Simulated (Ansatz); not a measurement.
```
CELL_PARAMETERS angstrom
      2.12159    -5.31024     0.00000
      2.12159     5.31024     0.00000
      0.00000     0.00000     3.90827
ATOMIC_POSITIONS crystal
  Y  0.13865 0.86135 0.25000
  Y  0.86135 0.13865 0.75000
  Ge 0.41574 0.58426 0.25000
  Ge 0.58426 0.41574 0.75000
```

YGe (Cmcm), PBEsol, DFPT electron-phonon coupling, linearised Boltzmann equation (plane waves, PAW, scalar-relativistic; Ansatz, a first-principles code): the phonon-limited resistivity at 300 K is 83.4 μΩ·cm (x, a), 37.8 μΩ·cm (y, b), 12.6 μΩ·cm (z, c). Third figures are kept for the arithmetic.

Task: How anisotropic is it, and between which bounds lies a dense polycrystal with random grains and no boundary scattering?

Result: Largest over smallest: 6.6. Upper bound, grains in series: (83.4 + 37.8 + 12.6)/3 = 45 μΩ·cm. Lower bound, grains side by side: 3/Σ(1/ρ) = 25 μΩ·cm. The best single-crystal direction lies 51 % under the lower bound.

Task: The current-weighted mean free path is 8.05 nm along x and 7.22 nm along z. How does ρ₀ℓ differ between these directions?

Result: x: 83.4 × 8.05 = 67×10⁻¹⁶ Ω·m²; z: 12.6 × 7.22 = 9.1×10⁻¹⁶ Ω·m², a ratio of 7.4. The size effect in a wire also hangs on the velocities towards its walls, so the isotropic formulas don't carry over to this crystal.

A metal at this level (no band gap). Only scattering by harmonic phonons is included (no impurities, grain boundaries, electron-electron scattering or thermal expansion). Spin-orbit coupling is left out. Halving the electron mesh (20x20x24) moves the resistivity by up to 5 % at 300 K, the mean free path by up to 6 %. Smearing 0.20 eV; phonons on a 4x4x4 q mesh, which this run doesn't test.

Computed structure with no diffraction record at hand here (it may be known, metastable or hypothetical): YGe (Cmcm).
